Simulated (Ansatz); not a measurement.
A set of related cells and their band gap.

Cell A: HfN (rock salt, Fm-3m), 2 atoms in the cell, k-point mesh 14×14×14 on the run's own vectors.
```cif
data_HfN
_chemical_formula_sum 'Hf1 N1'
_space_group_name_H-M_alt 'P 1'
_space_group_IT_number 1
_cell_length_a 3.21602
_cell_length_b 3.21602
_cell_length_c 3.21602
_cell_angle_alpha 60.000
_cell_angle_beta 60.000
_cell_angle_gamma 60.000
loop_
_space_group_symop_operation_xyz
  'x, y, z'
loop_
_atom_site_label
_atom_site_type_symbol
_atom_site_fract_x
_atom_site_fract_y
_atom_site_fract_z
_atom_site_occupancy
Hf1 Hf 0.00000 0.00000 0.00000 1
N1 N 0.50000 0.50000 0.50000 1
```

Cell B: GaN (wurtzite, P6₃mc), 4 atoms in the cell, k-point mesh 12×12×8 on the run's own vectors.
```cif
data_Ga2N2
_chemical_formula_sum 'Ga2 N2'
_space_group_name_H-M_alt 'P 1'
_space_group_IT_number 1
_cell_length_a 3.21864
_cell_length_b 3.21864
_cell_length_c 5.24349
_cell_angle_alpha 90.000
_cell_angle_beta 90.000
_cell_angle_gamma 120.000
loop_
_space_group_symop_operation_xyz
  'x, y, z'
loop_
_atom_site_label
_atom_site_type_symbol
_atom_site_fract_x
_atom_site_fract_y
_atom_site_fract_z
_atom_site_occupancy
Ga1 Ga 0.66667 0.33333 0.49912 1
Ga2 Ga 0.33333 0.66667 0.99912 1
N1 N 0.66667 0.33333 0.87588 1
N2 N 0.33333 0.66667 0.37588 1
```

Computed with Ansatz (plane waves, PAW), its PAW set soft_1, cutoff 420 eV, 500 eV for r2SCAN. The structures are at rest with PBE; other levels are single points on them. Neutral cells; Fermi-Dirac smearing of at most 0.05 eV in the solids, energies taken to zero width. The lattices are those relaxed with PBE, so at other levels the solids can be strained, which adds to the spread. Spin-orbit coupling is left out. A dispersion term ran beside these levels; it doesn't touch the electrons. Gaps are highest filled to lowest empty Kohn-Sham level on the run's k-point mesh, states of defects and surfaces included; edges off the mesh make the true gap smaller, and under 0.08 eV counts as none.

Q: Predict the band gap (eV) of each cell with r2SCAN.

A: 
```csv
cell,r2SCAN
A,none
B,2.12 (direct)
```

With r2SCAN the value of B exceeds that of A by 2.12 eV.

Q: Does the picture change with the functional?

A: 
```json
[
 {"cell": "A", "PBE": "none"},
 {"cell": "B", "PBE": "1.71 (direct)"}
]
```

With PBE the value of B exceeds that of A by 1.71 eV.

Ansatz is a quantum-chemistry and plane-wave program.
